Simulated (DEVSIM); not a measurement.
System: Si p+/n-/n+ power diode, at 300 K.

Layer 1 from the left is Si, thickness (μm) 0.840, Na (cm⁻³) 3e18, τn (s) 5.6e-6, τp (s) 5.6e-5. Layer 2 from the left is Si, thickness (μm) 4.40, Nd (cm⁻³) 2.1e14, τn (s) 5.6e-5, τp (s) 5.6e-5. Layer 3 from the left is Si, thickness (μm) 3.20, Nd (cm⁻³) 1.1e18, τn (s) 5.6e-5, τp (s) 5.6e-5.

Left contact: ohmic. Right contact: ohmic. Voltage is applied to the left contact. Recombination: SRH at mid-gap. Mobility is constant in doping.

This is a model device: material constants are rounded textbook-type values typed into the input, and sizes, dopings and lifetimes were drawn at random. Values at 300 K.

Si: gap (eV) 1.124, affinity (eV) 4.05, permittivity 11.7, Nc (cm⁻³) 2.86e19, Nv (cm⁻³) 3.1e19, μn (cm²/Vs) 1417, μp (cm²/Vs) 470.

Simulated with DEVSIM: 1D drift-diffusion, Boltzmann statistics, complete ionisation; no tunnelling, impact ionisation, image-force lowering or self-heating.

### Question
What does the simulation give for the dark forward voltage at 100 A/cm², the potential step across the device at zero bias?

### Answer
dark forward voltage at 100 A/cm² 0.805 V; potential step across the device at zero bias 0.979 V.
